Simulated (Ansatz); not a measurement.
The reference is TaRu (space group P4/mmm, No. 123; a = 3.025 Å, c = 3.385 Å; relaxed with 0.1 eV smearing). Axes: x, y, z lie along a, b, c of the conventional cell.

Level of theory: Kohn–Sham DFT with the PBEsol functional, run in Ansatz (a quantum-chemistry and plane-wave program) with PAW and 420 eV plane waves, spin-orbit coupling left out.

The change: uniaxial strain ε_xx = −4.08 %, all other strain components held at zero, atoms relaxed at fixed cell.

Problem. Predict the stress tensor and what it implies for the stiffness.

Solution. Stress of the strained cell less that of the base (GPa, compression positive):
```
   18.9     0.0     0.0
    0.0     9.1     0.0
    0.0     0.0     9.8
```

Then −Δσ_ii/ε with ε = -0.0408 gives secant stiffness values (nonlinear terms included at this strain): C11 ≈ 463 GPa, C12 ≈ 223 GPa and C13 ≈ 241 GPa.

As a check, the harmonic strain energy −½ V₀ Δσ:ε is 37 meV/atom; the computed energy rise is 36 meV/atom.

No phonon test of stability was made. All final runs are without spin polarisation.
